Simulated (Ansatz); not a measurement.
Consider KCl in the rock salt structure (space group Fm-3m, No. 225).

```
KCl
1.0
    0.00000     3.19072     3.19072
    3.19072     0.00000     3.19072
    3.19072     3.19072     0.00000
K Cl
1 1
Direct
  0.00000   0.00000   0.00000
  0.50000   0.50000   0.50000
```

Calculations: DFT with PBE, PAW potentials and a 420 eV plane-wave cutoff in Ansatz (a program for electronic structure), scalar-relativistic without spin-orbit coupling.

Before the change:

The pressure is 0.00 GPa.

The change: the cell is scaled by 1.0200 in all directions; the atoms relax in the strained cell.

### Question
Estimate the effect on the energy relative to the base and pressure.

### Answer
The energy goes up by 5.5 meV/atom; the pressure goes from zero to -0.84 GPa.

Whether these cells are dynamically stable was not tested.
